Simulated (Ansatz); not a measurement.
The reference is BaTiO3 in the cubic perovskite structure (space group Pm-3m, No. 221; a = 4.0195 Å). Axes: x, y, z lie along the cube axes.

The values are results of PBE (Ansatz, an electronic-structure program; PAW; 420 eV plane waves; spin-orbit coupling left out), earlier PAW set, not measurements.

Modification: the cell is scaled by 0.9708 in all directions, atoms relaxed at fixed cell.

Question: Predict the stress tensor and what it implies for the stiffness.

Answer: Stress of the strained cell less that of the base (GPa, compression positive):
```
  17.68    0.00    0.00
   0.00   17.68    0.00
   0.00    0.00   17.68
```

Then B = −ΔP/(ΔV/V₀) with ΔV/V₀ = -0.0851 gives secant stiffness values (nonlinear terms included at this strain): B ≈ 208 GPa.

As a check, the harmonic strain energy −½ V₀ Δσ:ε is 63 meV/atom; the computed energy rise is 56 meV/atom.

Whether these cells are dynamically stable was not tested. The final runs are not spin-polarised. Many cubic perovskites are stable only at high temperature; tilts and polar distortions were not tested. This is not the structure that BaTiO3 has at room temperature and ambient pressure.
